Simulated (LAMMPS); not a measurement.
System: HgSe (zinc blende), a cell 112 Å long along the (110) normal (2496 atoms) with 66 % of it melted and the whole then held at 740 K and zero normal pressure.

Computed with classical MD, pair style sw, file CdTeZnSeHgS0.sw, run in LAMMPS.

Problem. Predict the direction, the interface speed (growth positive).

Solution. direction: the crystal grows; interface speed (growth positive): 6.7 ± 0.4 m/s.

Caution: the real compound melts congruently only under the pressure of its own vapour and loses its more volatile element when open.
